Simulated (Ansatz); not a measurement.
Take CaC2 (space group C2/c, No. 15; a = 6.594 Å, b = 4.166 Å, c = 7.330 Å, α = γ = 90.00°, β = 106.69°; a cell from a computed database, its experimental status unchecked) as the base.

Levels (all Ansatz, an electronic-structure program, PAW): r2SCAN (500 eV, scalar-relativistic without spin-orbit coupling); HSE06 (420 eV, no SOC).

Its gap is 2.31 eV with r2SCAN and 3.28 eV with HSE06.

The change: Sr takes the place of Ca on all its sites; the structure is relaxed again.

With r2SCAN the gap becomes 2.53 eV.

Problem. If the HSE06 correction stayed the same, what would the HSE06 gap be, and what does the HSE06 run give?

Solution. A rigid correction of +0.97 eV gives 3.50 eV. The HSE06 run gives 3.48 eV, so the two effects roughly add.

Single points use the geometry relaxed with r2SCAN. HSE06 was sampled on its mesh, a few special points and the semilocal edge points, so its gap is an upper bound. No phonon test of stability was made.
